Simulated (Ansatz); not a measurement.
S on the 1x1 (110) surface of bcc Mo, one in a 2x1 cell, energies for each (14.1 Å²). Energies are against ⅛ S8(g), without zero-point or thermal terms; each row is named by its start.

Calculation: PBE (plane waves to 420 eV, PAW; Ansatz, a quantum-chemistry and plane-wave program).

Model: 9-atom slab, 6.5 Å thick at the start under the adsorbate (thin: gaps and levels are the slab's own), 6x12x1 mesh, Fermi-Dirac 0.1 eV, dipole correction, 4 atoms held, the rest relaxed; each run with such symmetry as its start has; spin where the adsorbate may keep a moment, no spin-orbit, no U, no dispersion correction.

A negative adsorption energy means that the adsorbate is more stable on the surface than in its reference. Heights count from the host atoms within 0.3 Å of the top one.

```
starting site              E_ads (eV)  height (Å)  nearest host atom (Å)  bonded to  Δ work function (eV)  lateral drift (Å)  moment (μB)
-------------------------  ----------  ----------  ---------------------  ---------  --------------------  -----------------  -----------
top Mo                            ___         ___                Mo 2.26         Mo                  0.84                0.0          0.0
hollow Mo-Mo-Mo                   ___        1.70                Mo 2.38       3 Mo                   ___                0.1            –
bridge Mo-Mo (span 2.7 Å)       -1.72        1.95                Mo 2.31       2 Mo                  0.55                0.0            –
bridge Mo-Mo (span 3.2 Å)       -2.04        1.73                Mo 2.39       4 Mo                  0.06                0.0            –
```

**Question.** What belongs in the gaps?

**Answer.** 
- top Mo, E_ads (eV): -1.04
- top Mo, height (Å): 2.35
- hollow Mo-Mo-Mo, E_ads (eV): -2.35
- hollow Mo-Mo-Mo, Δ work function (eV): 0.42
